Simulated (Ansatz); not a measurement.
Data:

```xyz
4
Lattice="2.6431 0.0000 0.0000 -1.3216 2.2890 0.0000 0.0000 0.0000 4.1841" Properties=species:S:1:pos:R:3 pbc="T T T"
B      0.0000     1.5260     0.0000
B      1.3216     0.7630     2.0921
N      0.0000     1.5260     1.5690
N      1.3216     0.7630     3.6611
```

These are PBE, rigid bands (plane waves, PAW, scalar-relativistic; Ansatz, a quantum-chemistry and plane-wave program) values and carry that method's errors. Condition of this run: biaxial stress in the c plane of -36 GPa (compression positive) (the target of the relaxation). Geometry: cell and atoms relaxed with PBEsol, then loaded as said.

Q: What conductivity effective mass do dilute electrons have at 300 K?

A: 0.56 (x), 0.56 (y), 0.31 (z) mₑ.

Q: Predict the hole conductivity mass (n e² τ/σ) at 300 K, by direction if it differs.

A: 0.99 (x), 0.99 (y), 1.19 (z) mₑ.

Q: And the band gap?

A: 5.45 eV at this level; semilocal functionals usually fall short of the measured gap.

Rigid bands, one relaxation time for all states, no polarons. Spin-orbit coupling is left out. Geometry: cell and atoms relaxed with PBEsol.
